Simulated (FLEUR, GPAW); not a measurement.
A FLEUR input for a self-consistent single point of Si2Ni (Fm-3m, 3 atoms in the cell) (DFT, PBE, all-electron FLAPW (FLEUR), scalar-relativistic valence):

Input of the input generator:

```
Si2Ni
&input film=f /
0.0000000000 0.7071067812 0.7071067812
0.7071067812 0.0000000000 0.7071067812
0.7071067812 0.7071067812 -0.0000000000
7.0315791562
1.0 1.0 1.0

3
14 0.2500000000 0.2500000000 0.2500000000
14 0.7500000000 0.7500000000 0.7500000000
28 0.0000000000 0.0000000000 0.0000000000

&comp jspins=1 /
&kpt div1=9 div2=9 div3=9 /
&end /
```

```xml
<?xml version="1.0" encoding="UTF-8" standalone="no"?>
<fleurInput fleurInputVersion="0.39">
   <comment>
      Si2Ni                                                                                               
   </comment>
   <calculationSetup>
      <cutoffs Kmax="4.1" Gmax="14.3" GmaxXC="14.3" numbands="0"/>
      <scfLoop itmax="100" minDistance="0.00001" maxIterBroyd="99" imix="Anderson" alpha="0.05" precondParam="0.0" spinf="2.0"/>
      <coreElectrons ctail="T" frcor="F" kcrel="0" coretail_lmax="0"/>
      <xcFunctional name="pbe" relativisticCorrections="F"/>
      <magnetism jspins="1"/>
      <soc l_soc="F" theta="0.0" phi="0.0" spav="F"/>
      <expertModes spex="0" secvar="F"/>
      <geometryOptimization l_f="T" forcealpha="1.0" forcemix="BFGS" epsdisp="0.00001" epsforce="0.00001"/>
      <ldaU l_linMix="F" mixParam="0.05" spinf="1.0"/>
   </calculationSetup>
   <cell>
      <bzIntegration valenceElectrons="24.0" mode="gauss" fermiSmearingEnergy="0.00999582">
         <kPointListSelection listName="default-1"/>
         <!-- k-points included here -->
         <xi:include xmlns:xi="http://www.w3.org/2001/XInclude" href="kpts.xml"> </xi:include>
      </bzIntegration>
      <!-- symmetry operations included here -->
      <xi:include xmlns:xi="http://www.w3.org/2001/XInclude" href="sym.xml"> </xi:include>
      <bulkLattice scale="1.0">
         <bravaisMatrix>
            <row-1>    0.0000000000000000     4.9720773038935944     4.9720773038935944</row-1>
            <row-2>    4.9720773038935944     0.0000000000000000     4.9720773038935944</row-2>
            <row-3>    4.9720773038935944     4.9720773038935944     0.0000000000000000</row-3>
         </bravaisMatrix>
      </bulkLattice>
   </cell>
   <atomSpecies>
      <species name="Silicon (Si)" element="Si" atomicNumber="14">
         <mtSphere radius="1.62" gridPoints="559" logIncrement="0.02"/>
         <atomicCutoffs lmax="6" lnonsphr="4"/>
         <electronConfig flipSpins="F">
            <coreConfig>(1s1/2) (2s1/2) (2p1/2) (2p3/2)</coreConfig>
            <valenceConfig>(3s1/2) (3p1/2) (3p3/2)</valenceConfig>
            <stateOccupation state="(3p1/2)" spinUp="0.3333333333333" spinDown="0.3333333333333"/>
            <stateOccupation state="(3p3/2)" spinUp="0.6666666666667" spinDown="0.6666666666667"/>
         </electronConfig>
         <energyParameters s="3" p="3" d="3" f="4"/>
      </species>
      <species name="Nickel (Ni)" element="Ni" atomicNumber="28">
         <mtSphere radius="2.48" gridPoints="857" logIncrement="0.014"/>
         <atomicCutoffs lmax="10" lnonsphr="8"/>
         <electronConfig flipSpins="F">
            <coreConfig>(1s1/2) (2s1/2) (2p1/2) (2p3/2) (3s1/2)</coreConfig>
            <valenceConfig>(3p1/2) (3p3/2) (4s1/2) (3d3/2) (3d5/2)</valenceConfig>
            <stateOccupation state="(3d3/2)" spinUp="1.6" spinDown="1.6"/>
            <stateOccupation state="(3d5/2)" spinUp="2.4" spinDown="2.4"/>
         </electronConfig>
         <energyParameters s="4" p="4" d="3" f="4"/>
         <lo type="SCLO" l="1" n="3" eDeriv="0"/>
      </species>
   </atomSpecies>
   <atomGroups>
      <atomGroup species="Silicon (Si)">
         <relPos label="                   1">1.000/4.000 1.000/4.000 1.000/4.000</relPos>
         <relPos label="                   2">-1.000/4.000 -1.000/4.000 -1.000/4.000</relPos>
         <force calculate="T" relaxXYZ="TTT"/>
      </atomGroup>
      <atomGroup species="Nickel (Ni)">
         <relPos label="                   3">.0000000000 .0000000000 .0000000000</relPos>
         <force calculate="T" relaxXYZ="TTT"/>
      </atomGroup>
   </atomGroups>
   <output dos="F" band="F" slice="F">
      <checks vchk="F" cdinf="F"/>
      <bandDOS minEnergy="-.5*Htr" maxEnergy="0.5*Htr" sigma="0.015" storeEVData="T"/>
      <vacuumDOS vacdos="F" integ="F" star="F" nstars="0" locx1="0.0" locy1="0.0" locx2="0.0" locy2="0.0" nstm="0" tworkf="0.0"/>
      <unfoldingBand unfoldBand="F" supercellX="1" supercellY="1" supercellZ="1"/>
      <plotting iplot="0" polar="F">
         <plot TwoD="T" vec1="  1.0  0.0  0.0" vec2="  0.0  1.0  0.0" vec3="  0.0  0.0  1.0" zero="  0.0  0.0  0.0" file="plot"/>
      </plotting>
      <chargeDensitySlicing numkpt="0" minEigenval="0.0" maxEigenval="0.0" nnne="0" pallst="F"/>
      <specialOutput eonly="F"/>
      <magneticCircularDichroism mcd="F" energyLo="-10.0" energyUp="0.0"/>
   </output>
  <!-- We include the file relax.xml here to enable relaxations (see documentation) -->
  <xi:include xmlns:xi="http://www.w3.org/2001/XInclude" href="relax.xml"> <xi:fallback/> </xi:include>
</fleurInput>
```

Question: Translate this input to GPAW.

Answer: One input that does it (others would too):

```python
from ase import Atoms
from ase.units import GPa
from gpaw import GPAW, PW

atoms = Atoms(['Si', 'Si', 'Ni'],
              cell=[[0.000000, 2.631110, 2.631110],
                    [2.631110, 0.000000, 2.631110],
                    [2.631110, 2.631110, 0.000000]],
              positions=[[1.315555, 1.315555, 1.315555],
                         [3.946665, 3.946665, 3.946665],
                         [0.000000, 0.000000, 0.000000]],
              pbc=True)

calc = GPAW(mode=PW(850),
            xc='PBE',
            kpts=(9, 9, 9),
            occupations={'name': 'methfessel-paxton', 'width': 0.272, 'order': 0},
            nbands=-7,
            convergence={'density': 1e-05, 'energy': 1e-05},
            symmetry={'symmorphic': False, 'tolerance': 0.0005},
            maxiter=150,
            txt='-')

atoms.calc = calc

energy = atoms.get_potential_energy()
print('Energy (eV):', round(energy, 6))
forces = atoms.get_forces()
print('Forces (eV/Ang):')
print(forces.round(5))
stress = atoms.get_stress()
print('Stress (GPa, Voigt):', (stress / GPa).round(4))
```

Basis settings and potentials, where a program has them, do not carry over. This input uses DFT PBE, plane waves, GPAW PAW datasets PBE (gpaw-data 1.0.1).

The starting cell comes from a database of computed structures (which also holds hypothetical and non-ambient phases and stackings), without a prior relaxation at this level. Its lattice was rescaled by a random factor within 2.5 % of one. For this run, on top of that: lattice scaled by 0.98.
